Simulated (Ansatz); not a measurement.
Base system: CsPbCl₃ in the cubic perovskite structure (space group Pm-3m, No. 221; a = 5.736 Å).

The values are results of DFT with PBE, PAW potentials and a 420 eV plane-wave cutoff in Ansatz (a program for electronic structure), no spin-orbit coupling, not measurements.

Strains are applied to the cell and any free atomic positions relax.

One change was made to it. Results:

The energy grows by 7.0 meV/atom; the mean gap deformation potential ΔEg/Δln V amounts to +3.2 eV; the hole mass becomes 0.25 mₑ (at R) (base: 0.22 mₑ (at R)); the pressure goes from zero to -1.03 GPa.

Problem. Name the change that was made.
A. isotropic strain +0.60 %
B. isotropic strain +2.40 %
C. isotropic strain +1.20 %
D. isotropic strain +1.80 %

Solution. D, isotropic strain +1.80 %. For comparison, the energy relative to the base in the other runs: isotropic strain +2.40 % gives +12 meV/atom; isotropic strain +1.20 % gives +3.2 meV/atom; isotropic strain +0.60 % gives +0.8 meV/atom.

Spin-orbit coupling, missing from the scalar runs, can matter with Pb. Masses are band curvatures over ±0.01 Å⁻¹ around the edge. Whether these cells are dynamically stable was not tested. Many cubic perovskites are stable only at high temperature; tilts and polar distortions were not tested. This is not the structure that CsPbCl3 has at room temperature and ambient pressure.
